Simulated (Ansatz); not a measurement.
For BP (model structure, started from the GeS type, Pnma, No. 62, 8 atoms in the cell), LDA in Ansatz (plane waves, PAW) gives:

| Quantity | Value |
|---|---|
| cohesive energy | 5.93 eV/atom |
| band gap | 0.62 eV |

Problem. What does PBE-D3(BJ) in Ansatz (PAW) give for the same quantities?

Solution. 
- cohesive energy: 5.30 eV/atom (decreases by 0.63 eV/atom)
- band gap: 0.68 eV (goes up by 0.06 eV)

Changes are worked out from the printed values.

Unless a cell is named, each level is at its own relaxed cell (LDA 13.20, PBE-D3(BJ) 13.37 Å³/atom).

Density-functional gaps are differences of (generalised) Kohn–Sham levels.

Ansatz's density-functional and Hartree–Fock values are scalar-relativistic unless marked +SOC, with PAW data made under PBE.

A model structure was made by putting elements into a prototype or built by hand; it is no filed structure, need not be a known phase, and can be a saddle point held by its symmetry.

Ansatz is a program for electronic structure.
